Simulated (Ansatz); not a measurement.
Abridged Ansatz (a quantum-chemistry and plane-wave program) output:

```
Pseudopotential: Ti, paw, valence charge 12
Pseudopotential: Te, paw, valence charge 16
Crystal: 3 atoms, lattice volume = 70.558 Å³
Basis set: ecut = 420 eV, 1353 PW (Γ), exchange–correlation on 50×50×90 points (8 copies of the dense FFT grid, shifted against one another)
Bands: 26, of which v1, the nominal top of the filled ones, is band 22 counted from 1 (21 counted from 0)
Symmetry: 12 space group operations
k-points: 192 of 1800
Functional: x = pbesol(κ = 0.804, μ = 0.12345679012345678), c = pbesol(β = 0.046)
SCF iter   1: F=—  HF=-16284.571686 eV  |F-HF|=—  |Δ(HF+E_count)|=         —  Δρ=1.44e-1  dr2=4.51e1  ethr=3.10e-3  ⟨swp⟩=6.1  Hψ=21736  notcnv=0
SCF iter   2: F=—  HF=-16282.125660 eV  |F-HF|=—  |Δ(HF+E_count)|=    2.45e0  Δρ=7.02e-2  dr2=1.38e1  ethr=3.10e-3  ⟨swp⟩=2.9  Hψ=7639  notcnv=0
SCF 1 converged in 12 iterations: F = -16280.810558 eV  dr2 = 8.85e-11
SCF converged after 12 iterations
Free energy (F): -16280.810558 eV
Internal energy: -16280.799222 eV  (E = F + TS)
E sigma→0 (E₀):  -16280.804890 eV
Entropy (-TS):   -0.011336 eV (-3.779 meV/atom)
Fermi energy:    12.261138 eV
  E_disp       = -1.607043  (pairwise vdW)
--- Forces (eV/Å), atoms counted from 1 ---
  atom   1  Ti     0.00000000    -0.00000000     0.00000000
  atom   2  Te    -0.00000000     0.00000000    -0.00240113
  atom   3  Te     0.00000000    -0.00000000     0.00240113
--- Stress (GPa, compression-positive) ---
        0.003893      -0.000000      -0.000000
       -0.000000       0.003893       0.000000
       -0.000000       0.000000       0.001205
  P = ⅓ Tr σ = 0.0030 GPa (0.030 kbar)
```

**Question.** What was computed, and what are the main results?

**Answer.** TiTe2, 3 atoms in the cell, with Ansatz PBEsol-D3(BJ), no spin-orbit coupling, earlier PAW set. The last SCF converged to F = -16280.810558 eV, or -5426.9369 eV per atom, at a pressure of 0.00 GPa. The total energy compares only with runs of the same code, potentials and settings.

Stability against distortions was not tested. The final runs are not spin-polarised. The cell was made from TiS2 by this change: S → Te.
